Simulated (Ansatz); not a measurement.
Amorphous IGZO (In$_{10}$Ga$_{10}$Zn$_{5}$O$_{35}$), 60 atoms at 5.71 g/cm³, one PBE-relaxed geometry, zone centre. Methods: PBE, scalar-relativistic without spin-orbit coupling (Ansatz, an electronic-structure program); r2SCAN, scalar-relativistic without spin-orbit coupling (Ansatz); HSE06, scalar-relativistic without spin-orbit coupling (Ansatz). Plane waves to 420 eV (r2SCAN 500 eV); exact exchange is cut at the cell's faces. At PBE the levels at the filled edge of the gap are localised (band-tail or defect states). All rungs ran without spin polarisation.

The cell was made by melting and quenching with the CHGNet potential and then relaxed with DFT. O atoms were pushed apart under 1.9 Å during the dynamics, to hinder bonds among them. The hot cell started wider than the set density and was brought back towards it in steps. It is the lowest in DFT energy of 2 quenches. It is a model cell: composition and starting density were chosen by hand, and all elements were melted together. No dispersion term was used. A short ab initio anneal came between quench and relaxation. Its density started from a set value of 5.74 and ended at 5.71 g/cm³. The quench (nominally 84 K/ps over its main leg) was far faster than any real one, so the model tends to hold more defects than a real film. One small periodic cell is one sample of the glass; other quenches scatter about these values. The volume was free in the relaxation, at fixed shape. Stress components on the final sampling reach 1.4 GPa.

The relaxation ran on the zone centre alone. At PBE the level gap is 0.84 eV on a 2×2×2 Γ-centred mesh, and the spacing at the zone centre alone 0.86 eV.

Question: What zone-centre spacing does r2SCAN give, roughly?

Answer: 1.33 eV (+0.47 eV against PBE).

Question: What zone-centre spacing does HSE06 give, roughly?

Answer: 2.48 eV (+1.61 eV against PBE).

The highest filled and the lowest empty state spread over these numbers of atoms (participation numbers): PBE: 7.5 and 55.2; r2SCAN: 7.7 and 54.6; HSE06: 7.7 and 54.1.
